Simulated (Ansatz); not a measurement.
Input and output of a relaxation of cell and atoms for CaGe2Au2 (I4/mmm, 5 atoms in the cell) (Ansatz, a quantum-chemistry and plane-wave program).

Method of the run: LDA (PW92), default PAW files made with PBE (plane waves; Ansatz).

The change in words: atoms on their sites; basis.ecutwfc: 420 eV → 630 eV; relax: default → cell and atoms. Reference geometry:
```
CELL_PARAMETERS angstrom
     -2.21848     2.21848     5.12244
      2.21848    -2.21848     5.12244
      2.21848     2.21848    -5.12244
ATOMIC_POSITIONS crystal
  Ca 0.00488 0.00488 0.00000
  Ge 0.38161 0.38161 0.00000
  Ge 0.61839 0.61839 0.00000
  Au 0.75000 0.25000 0.50000
  Au 0.25000 0.75000 0.50000
```

Reference input (self-consistent single point, DFT, LDA (PW92), plane waves, default PAW files made with PBE): basis.ecutwfc = 420 eV; kpoints.mp_grid.grid = 5 5 5; hamiltonian.xc = lda; hamiltonian.pseudopotentials = {kind: paw} (the program's default PAW files); scf.occupations.method = gaussian; scf.occupations.width = 0.1 eV. This run's input differs from it in these lines:

Ansatz 0.2 input:
```diff
@@ -6,3 +6,3 @@
   atoms:
-    - { symbol: Ca, position_ang: [-0.000000, 0.000000, 0.049995] }
+    - { symbol: Ca, position_ang: [0.000000, 0.000000, 0.000000] }
     - { symbol: Ge, position_ang: [-0.000000, 0.000000, 3.909552] }
@@ -12,3 +12,3 @@
 basis:
-  ecutwfc: 420.0
+  ecutwfc: 630.0
 kpoints:
@@ -20,2 +20,4 @@
   occupations: { method: gaussian, width: 0.1 }
+relax:
+  cell: {}
 output:
```

Log, with long lists cut:

```
   [... SCF lines of the steps left out ...]
relax step   1: F+E_penalty+E_count = -35936.36877466 eV  Δ(F+E_penalty+E_count) = +0.000e0 eV  max|allowed force component| = 2.336e-1 eV/Å  Δτ_max = 0.0000 Å  P = -3.474 GPa  Ω = 100.843 Å³  (7 SCF iters, dr2 threshold 1.00e-7 eV, accepted)
relax step   2: F+E_penalty+E_count = -35936.40970825 eV  Δ(F+E_penalty+E_count) = -4.093e-2 eV  max|allowed force component| = 1.568e-1 eV/Å  Δτ_max = 0.0165 Å  P = +1.340 GPa  Ω = 96.165 Å³  energy of the carried Pulay correction = +1.608e-4 eV  [...]
   [... lines left out ...]
relax step   6: F+E_penalty+E_count = -35936.42054896 eV  Δ(F+E_penalty+E_count) = -4.983e-5 eV  max|allowed force component| = 1.342e-4 eV/Å  Δτ_max = 0.0018 Å  P = -0.005 GPa  Ω = 97.619 Å³  energy of the carried Pulay correction = +1.095e-4 eV  [...]
relax step   7: F+E_penalty+E_count = -35936.42043374 eV  Δ(F+E_penalty+E_count) = +1.152e-4 eV  max|allowed force component| = 1.620e-4 eV/Å  Δτ_max = 0.0000 Å  P = -0.005 GPa  Ω = 97.619 Å³  stress off target by 7.24e-3 GPa  SCF on the basis [...]
basis re-selected at this cell: Δ(F+E_penalty+E_count) = +1.152e-4 eV, ΔP = +0.000 GPa vs the last step
the relaxation is at rest under the 16 symmetry operations that the run kept from its start: a minimum is not shown …
Stability not checked: this state was not tested for a lower state beside it, because too few of the mixer's solves of this state at the end of the SCF gave a …
Free energy (F): -35936.420434 eV
Internal energy: -35936.414531 eV  (E = F + TS)
   [... lines left out ...]
Fermi energy:    13.697313 eV
  cell:  # Å, volume = 97.6191 Å³
   [... lines left out ...]
  atoms:
    - { symbol: Ca, position: [7.619659328531101e-20, 7.619659328531105e-20, 5.876843863533477e-35] }
    - { symbol: Ge, position: [0.3786607373867086, 0.3786607373867086, -4.0248855292943214e-35] }
    - { symbol: Ge, position: [0.6213392626132915, 0.6213392626132915, -2.2889694865258909e-35] }
    - { symbol: Au, position: [0.75, 0.25, 0.5] }
    - { symbol: Au, position: [0.25, 0.75, 0.5] }
```

The run converged. 

Summary of the result:
Free energy E − TS (on the zero of these files): -35936.4204 eV
Fermi level (on the code's own zero): 13.70 eV
Pressure: -0.01 GPa
Final cell: a = b = c = 5.8631 Å, α = β = 135.50°, γ = 64.75°
Final volume per atom: 19.52 Å³
Relaxation steps: 7

The starting cell comes from a database of computed structures (which also holds hypothetical and non-ambient phases and stackings), without a prior relaxation at this level. Its lattice was rescaled by up to half a per cent. The relaxation keeps the symmetry of its start, so its end need not be a minimum. Ansatz's pressure includes its estimate of the finite-basis (Pulay) stress.

Cost on one core of a shared machine: roughly 30 s.
